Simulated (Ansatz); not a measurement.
Results of PBE (PAW; Ansatz, a program for electronic structure) for AlB2-type HfB2.

Settings: plane-wave cutoff 520 eV, 18×18×12 k mesh (along the axes of the cell as run), Fermi–Dirac smearing 0.1 eV, perturbation theory, scalar-relativistic PAW data made under PBE.

The cell has the measured lattice parameters. Conventional cell: a = 3.1400 Å, b = 3.1400 Å, c = 3.4800 Å, α = 90.00°, β = 90.00°, γ = 120.00°.

Harmonic phonon frequencies (cm⁻¹; i marks an imaginary mode):

```tsv
q point	frequencies
Γ	0 0 0 440 440 468 539 806 806
M	164 170 211 518 537 539 729 729 746
K	180 192 192 545 545 642 670 670 777
A	151 151 177 416 416 508 628 811 811
```

No imaginary mode appears at these points.

Note: the cell isn't this level's own, so it is under some stress, which shifts stiffness and frequencies.
